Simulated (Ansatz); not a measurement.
Data:

```xyz
6
Lattice="4.2467 0.0000 0.0000 0.0000 4.2467 0.0000 0.0000 0.0000 4.2467" Properties=species:S:1:pos:R:3 pbc="T T T"
Cu     3.1850     3.1850     3.1850
Cu     3.1850     1.0617     1.0617
Cu     1.0617     1.0617     3.1850
Cu     1.0617     3.1850     1.0617
O      2.1233     2.1233     2.1233
O      0.0000     0.0000     0.0000
```

The cell is taken as given.

Transport runs along the normal of the first two printed cell vectors, the (001) plane of the conventional cell.

The gap is the functional's own, uncorrected, and κ follows it; spin-orbit coupling is left out. Mid-gap means the computed energy nearest the middle.

Problem. State the band gap and the smallest decay constant κ at mid-gap according to r2SCAN (Ansatz, a program for electronic structure).

Solution. Gap 0.79 eV on a 8×8×8 mesh; κ = 0.105 1/Å, at the zone centre.
